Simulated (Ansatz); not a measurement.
```xyz
28
Lattice="5.0182 0.0000 0.0000 0.0000 3.1297 -0.0630 0.0000 -0.9972 25.4768" Properties=species:S:1:pos:R:3 pbc="T T T"
Al     1.9033     0.5124     0.3969
Al     4.5111     0.5564     2.3978
N      3.8567     0.5173     0.6575
N      1.3942     0.5545     2.2805
Al     2.0035     2.1382     3.1641
Al     4.5100     2.1794     5.0430
N      3.9113     2.1392     3.2504
N      1.4065     2.1791     4.9858
Al     2.0006     0.6332     5.9292
Al     4.5097     0.6750     7.7816
N      3.9153     0.6331     5.9749
N      1.4063     0.6751     7.7359
Al     2.0009     2.2586     8.6048
Al     4.5126     2.2997    10.4837
N      3.9156     2.2588     8.6620
N      1.4022     2.2987    10.3974
Al     2.0021     0.7518    11.3130
Al     4.4124     0.7958    13.3139
N      3.9033     0.7537    11.4303
N      1.3476     0.7909    13.0533
Zr     4.2062    -0.7073    16.0661
Zr     1.7052    -0.7476    14.3944
Zr     4.2011     0.9284    19.0162
Zr     1.6907     0.8800    17.2539
Zr     4.1998    -0.5689    21.9337
Zr     1.6920    -0.6174    20.1714
Zr     4.2143     1.0586    24.7931
Zr     1.6971     1.0183    23.1215
```

The first 20 atoms are the substrate (AlN-wz), the rest the film (Zr).

Computed with PBE (plane waves to 420 eV, PAW; Ansatz, a program for electronic structure). Spin–orbit coupling is left out; the runs are not spin-polarised; PBE gaps are too small against experiment. Its k-point mesh 6×10×1, Fermi–Dirac width 0.05 eV.

### Question
Describe the bonding at the interfaces and give the barriers.

### Answer
A periodic stack without vacuum, hcp Zr (1 0 0) on wurtzite AlN (1 0 0) (film strained to the substrate, started from cuts of the bulks and a machine-learned relaxation; slabs Al10N10 and Zr8, which can lie off the formulas): substrate slab Al10N10, film Zr8, surface cells [[0, 1], [-1, 0]] and [[0, 1], [-1, 0]], film strained by -3.2 and -2.9 %, outermost planes AlN/AlN and Zr/Zr as cut, which need not be the usual terminations and can put a slab off its formula.
| Quantity | Result |
|---|---|
| interface area | 15.7 Å² |
| period | 25.45 Å |
| heights between the nearest atoms of the two slabs at the two interfaces | 1.05 and 1.05 Å |
| Al–Zr contacts across the interfaces within 1.22 times the sum of covalent radii | 16, mean 3.22 Å |
| N–Zr contacts across the interfaces within 1.22 times the sum of covalent radii | 4, mean 2.07 Å |
| hole barrier (PBE) | 2.21 eV |
| electron barrier (PBE) | 1.83 eV |
